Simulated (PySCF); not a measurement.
PySCF 2.14.0, WB97X/def2-svp, df: Sc(Cl)(OSiH3)2 ([SiH3][O][Sc]([Cl])[O][SiH3]), 12 atoms. The geometry is a generated start, not checked to be a minimum at this level.

```json
{
  "task": "energy",
  "method": "wb97x",
  "basis": "def2-svp",
  "two_electron_scheme": "density fitting",
  "mol.max_memory": "3000 MB",
  "mf.max_cycle": "100",
  "mf.init_guess": "minao (default)",
  "mf.DIIS": "CDIIS (default)",
  "mf.diis_space": "8 (default)",
  "mf.conv_tol": "1e-09 (default)",
  "mf.grids.level": "3 (default)",
  "basis_functions": "143",
  "grid_points": "164896"
}
```

```xyz
12

Sc    -0.4126     0.2745     1.0170
Cl    -1.2413     0.6965     3.0419
O      0.8339    -1.0819     0.9057
Si     1.9020    -2.2957     0.8461
H      3.2466    -1.7027     0.7627
H      1.6112    -3.1186    -0.3457
H      1.7320    -3.0762     2.0841
O     -1.0303     1.2726    -0.4117
Si    -1.5502     2.0896    -1.7077
H     -0.6043     3.1843    -1.9759
H     -2.8866     2.6141    -1.3786
H     -1.6003     1.1436    -2.8379
```

Charge 0 and multiplicity 1 are set for this test and not shown to be the ground state.

One run each on 2 threads, 1 BLAS thread. Values of level_shift (Hartree) tried: 0 (default), 0.1, 0.3, 1.

### Question
Predict the course of the Fock builds along this series.

### Answer
Fewest Fock builds: 0 (default) with 13. The count rises to 29 at 1. All converge to one solution.

```json
[
 {"level_shift (Hartree)": "0 (default)", "Fock builds": "13", "end": "same solution"},
 {"level_shift (Hartree)": "0.1", "Fock builds": "15", "end": "same solution"},
 {"level_shift (Hartree)": "0.3", "Fock builds": "17", "end": "same solution"},
 {"level_shift (Hartree)": "1", "Fock builds": "29", "end": "same solution"}
]
```
